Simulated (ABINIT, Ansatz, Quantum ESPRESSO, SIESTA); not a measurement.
## Code comparison for AgO (F-43m, 2 atoms in the cell)

Self-consistent single point.

```
CELL_PARAMETERS angstrom
      0.00000     2.53352     2.53352
      2.53352     0.00000     2.53352
      2.53352     2.53352     0.00000
ATOMIC_POSITIONS crystal
  Ag 0.00000 0.00000 0.00000
  O  0.25000 0.25000 0.25000
```

All programs got the same cell, k-point mesh and kind of occupations (in Ansatz's words: kpoints.mp_grid.grid = 15 15 15; scf.occupations.method = fermi_dirac; scf.occupations.width = 0.0073 Ry); potentials, basis and cutoffs are each program's usual ones.

```json
[
 {"code": "ABINIT", "model": "PBEsol, norm-conserving pseudopotentials (PseudoDojo nc-sr-04 PBEsol standard)", "pressure (GPa)": "-6.21", "k-points": "120", "cutoff": "42 Ha"},
 {"code": "SIESTA", "model": "GGA PBEsol, numerical atomic orbitals DZP, PseudoDojo PBEsol standard norm-conserving potentials (rewritten from UPF to PSML)", "pressure (GPa)": "-5.02", "k-points": "1688", "cutoff": "grid 350 Ry"},
 {"code": "Quantum ESPRESSO", "model": "PBEsol, GBRV 1.5 ultrasoft (PBESOL) pseudopotentials", "pressure (GPa)": "-6.70", "k-points": "120", "cutoff": "40 Ry"},
 {"code": "Ansatz", "model": "PBEsol, PAW files made with PBE", "pressure (GPa)": "-6.44", "k-points": "120", "cutoff": "default"}
]
```

The spread over the programs that give each value: pressure within 1.68 GPa.

The starting cell comes from a database of computed structures (which also holds hypothetical and non-ambient phases and stackings), without a prior relaxation at this level. On Ansatz's run: In the base run, with a pressure of about -6 GPa the cell is away from its equilibrium volume at this level.

Task: Why do the programs differ, and what cannot be compared?

Result: Differences of this kind can come from the potentials, where these differ, and from what each basis and cutoff leave unconverged. The zero of total energies and Fermi levels follows the potentials and each program's conventions, so they are not compared here. SIESTA uses small atom-centred bases, whose incompleteness enters pressures, forces and empty levels differently from a plane-wave cutoff. Ansatz's pressure is given at a fixed set of plane waves, as the other plane-wave codes print theirs; with its correction for the finite basis it is -6.15 GPa (the shift of 0.29 GPa shows how far the cutoff is from converged). Ansatz's smearing width was typed in Ry to four decimals, so it matches the others to a few per cent. The programs reduce the same mesh by symmetry to different extents, which changes the work and not the result. In the pressure, SIESTA (by 1.42) lies more than 1 GPa from the median of the plane-wave programs.

Left out of this page: GPAW and FLEUR (not drawn, or without a comparable value).

Ansatz is an electronic-structure program.

Keys are those of Ansatz 0.2.
